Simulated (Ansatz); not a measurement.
The parent structure is ZrS$_{2}$ in the CdI2 type structure (space group P-3m1, No. 164; a = 3.5781 Å, c = 5.5398 Å; layered, stacked along the Cartesian z axis).

Levels (all Ansatz, a first-principles code, PAW): PBEsol-D3(BJ) (420 eV, no spin-orbit coupling); r2SCAN (500 eV, scalar-relativistic without spin-orbit coupling); HSE06 (420 eV, no spin-orbit coupling).

At the geometry relaxed with PBEsol-D3(BJ), these levels gave the following band gaps, in shuffled order: (a) 0.66 eV, (b) 0.29 eV, (c) 1.09 eV.

### Question
Match each gap to its level.

### Answer
(a) r2SCAN; (b) PBEsol-D3(BJ); (c) HSE06.

Single points use the geometry relaxed with PBEsol-D3(BJ). HSE06 gaps are upper bounds (no full band path). No phonon test of stability was made. A zero or small gap of ZrS2 can be the functional's error rather than a property of the material.
